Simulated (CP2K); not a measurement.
Input and output of a self-consistent single point for LaSiNi4 (P1, 6 atoms in the cell) (CP2K).

Computed with PBEsol, GPW, DZVP-MOLOPT-SR-GTH basis, GTH-PBE potentials (GTH_POTENTIALS) (CP2K).

```
CELL_PARAMETERS angstrom
      4.87295     0.00000     0.00000
     -2.08375     4.40496     0.00000
      0.00000     0.00000     3.94953
ATOMIC_POSITIONS crystal
  La 0.00599 0.01195 0.00905
  Si 0.48934 0.51531 0.49364
  Ni 0.34440 0.65339 0.99896
  Ni 0.65528 0.33872 0.98606
  Ni 0.50329 0.00002 0.48381
  Ni 0.00170 0.48060 0.52848
```

Reference input (self-consistent single point, DFT LDA (Pade form), GPW, DZVP-MOLOPT-SR-GTH basis, GTH-PADE potentials (GTH_POTENTIALS)): CUTOFF = 600 Ry; REL_CUTOFF = 60 Ry; SMEAR/METHOD = FERMI_DIRAC; ELECTRONIC_TEMPERATURE = 1160.45 K; KPOINTS/SCHEME = MONKHORST-PACK 4 4 5; GAMMA_CENTERED = T; XC_FUNCTIONAL = PADE; La/BASIS_SET = DZVP-MOLOPT-SR-GTH; La/POTENTIAL = GTH-PADE-q11; Si/BASIS_SET = DZVP-MOLOPT-SR-GTH; Si/POTENTIAL = GTH-PADE-q4; Ni/BASIS_SET = DZVP-MOLOPT-SR-GTH. This run's input differs from it in these lines:

```diff
@@ -45,3 +45,6 @@
     &XC
-      &XC_FUNCTIONAL PADE
+      &XC_FUNCTIONAL
+        &PBE
+          PARAMETRIZATION PBESOL
+        &END PBE
       &END XC_FUNCTIONAL
@@ -80,3 +83,3 @@
       BASIS_SET DZVP-MOLOPT-SR-GTH
-      POTENTIAL GTH-PADE-q11
+      POTENTIAL GTH-PBE-q11
     &END KIND
@@ -84,3 +87,3 @@
       BASIS_SET DZVP-MOLOPT-SR-GTH
-      POTENTIAL GTH-PADE-q4
+      POTENTIAL GTH-PBE-q4
     &END KIND
@@ -88,3 +91,3 @@
       BASIS_SET DZVP-MOLOPT-SR-GTH
-      POTENTIAL GTH-PADE-q18
+      POTENTIAL GTH-PBE-q18
     &END KIND
```

Output (repeated stretches shortened):

```
 SCF WAVEFUNCTION OPTIMIZATION

  Step     Update method      Time    Convergence         Total energy    Change
     1 NoMix/Diag. 0.20E+00      -     2.21751948      -714.2459070060 -7.14E+02
     2 Broy./Diag. 0.20E+00      -     0.12622127      -700.6160692120  1.36E+01
     3 Broy./Diag. 0.20E+00      -     0.02197392      -713.4356189871 -1.28E+01
     4 Broy./Diag. 0.20E+00      -     0.02672434      -712.6631095681  7.73E-01
     5 Broy./Diag. 0.20E+00      -     0.04843109      -712.2378544698  4.25E-01
     6 Broy./Diag. 0.20E+00      -     0.00186465      -712.0921243071  1.46E-01
   [... 8 lines left out ...]
    15 Broy./Diag. 0.20E+00      -     0.00000646      -712.0540511819 -1.46E-05
    16 Broy./Diag. 0.20E+00      -     0.00000194      -712.0540680116 -1.68E-05
    17 Broy./Diag. 0.20E+00      -     0.00000206      -712.0540858267 -1.78E-05
    18 Broy./Diag. 0.20E+00      -     0.00000048      -712.0540869440 -1.12E-06
  *** SCF run converged in    18 steps ***

  Overlap energy of the core charge distribution:               0.00000000000070
  Self energy of the core charge distribution:              -1118.61558525035684
  Core Hamiltonian energy:                                    306.73498117067322
  Hartree energy:                                             172.36738217040192
  Exchange-correlation energy:                                -72.53613352134435
  Electronic entropic energy:                                  -0.00473151465315
  Fermi energy:                                                 0.44520379381016

  Total energy:                                              -712.05408694397727
  Total energy (extrapolated to T->0):                       -712.05172118665064

                     Mulliken Population Analysis

   [... lines left out ...]

 STRESS| Analytical stress tensor [bar]
 STRESS|                        x                   y                   z
 STRESS|      x        1.64040628261E+04  -5.76010933169E+03  -1.36890353938E+03
 STRESS|      y       -5.76010933169E+03   2.60249851623E+03  -9.63343124634E+01
 STRESS|      z       -1.36890353938E+03  -9.63343124634E+01   4.07473621081E+03
 STRESS| 1/3 Trace                                             7.69376585106E+03
```

The run converged in 18 iterations. Against the reference run the pressure goes from -5.54 to 0.77 GPa and the largest force goes from 1.162 to 1.328 eV/Å.

The starting cell comes from a database of computed structures (which also holds hypothetical and non-ambient phases and stackings), without a prior relaxation at this level. Its atoms were displaced at random from the sites of space group no. 65. Spin polarisation is off. Values carry the incompleteness of an atom-centred basis. The potentials were made for another functional than the one used. Forces in this geometry exceed 1 eV/Å.

Cost on one core of a shared machine: roughly 5 min.
